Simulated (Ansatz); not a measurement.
**SiC: element substitutions**

Base system: SiC in the zinc blende structure (space group F-43m, No. 216).

```xyz
2
Lattice="0.0000 2.1899 2.1899 2.1899 0.0000 2.1899 2.1899 2.1899 0.0000" Properties=species:S:1:pos:R:3 pbc="T T T"
C      3.2848     3.2848     3.2848
Si     0.0000     0.0000     0.0000
```

Each row replaces one element on all its sites; cell and atoms are relaxed.

Calculations: Ansatz (a program for electronic structure) PBE, without spin-orbit coupling, earlier PAW set.

For the base:

* **Volume per atom**: 10.50 Å³

Problem. The aim is a volume per atom between 29.39 Å³ and 31.81 Å³. Which of these changes reaches it?
A. Si → Mg
B. Si → Pb
C. C → Pb

Solution. C, C → Pb. It gives 31.03 Å³; Si → Pb gives 19.14 Å³; Si → Mg gives 16.24 Å³. Changes not listed may reach it too

Whether these cells are dynamically stable was not tested. As relaxed here, PbC, PbSi and MgC are hypothetical phases, not in the database extracts checked. All final runs are without spin polarisation.
